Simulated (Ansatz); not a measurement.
Si (Fd-3m), r2SCAN with spin-orbit coupling, rigid bands run with Ansatz (a quantum-chemistry and plane-wave program): N_c = 3.03e19 cm⁻³ at 300 K and an electron conductivity mass of 0.282 mₑ.

Problem. For 1e17 electrons per cm³ at 300 K, place the Fermi level, estimate the Seebeck coefficient of a parabolic band with constant τ, and give mobility and conductivity for τ = 20 fs.

Solution. The level lies k_BT ln(N_c/n) = 0.148 eV below the conduction-band minimum. S ≈ −(k_B/e)[ln(N_c/n) + 5/2] = -708 μV/K, against -702 μV/K from the full bands (mean over directions). μ = eτ/m = 125 cm²/(V·s) and σ = neμ = 2.00 S/cm. τ is assumed, not computed.

Band transport and this doping are assumed; polarons and phonon drag are left out.
